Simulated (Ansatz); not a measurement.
Effect of Tl → Al on Tl

Base system: Tl in the hcp (Mg type) structure (space group P6_3/mmc, No. 194; a = 3.520 Å, c = 5.602 Å).

It is then changed as follows: full substitution Tl → Al, then cell and atoms are relaxed.

Computed with r2SCAN in Ansatz (plane waves to 500 eV, PAW, no spin-orbit coupling). Settings: 19×19×10 k-points, 0.05 eV Fermi–Dirac smearing, for the changed cell.

```tsv
quantity	base	changed	shift
volume per atom	30.05 Å³	16.01 Å³	-14.04 Å³
density	11.29 g/cm³	2.80 g/cm³	-8.496 g/cm³
lattice parameter a	6.651 bohr	5.324 bohr	-1.327 bohr
c/a ratio	1.592	1.653	+0.0615
space group	P6_3/mmc (No. 194)	P6_3/mmc (No. 194)	–
band gap	zero	zero	–
```

Cost of the whole job for the changed cell (relaxation, final SCF and bands): very roughly 90 core-seconds.

Stability against distortions was not tested. For Al in this form, whether it has been made was not checked. This is not the structure that Al has at room temperature and ambient pressure.

Ansatz is a first-principles code.
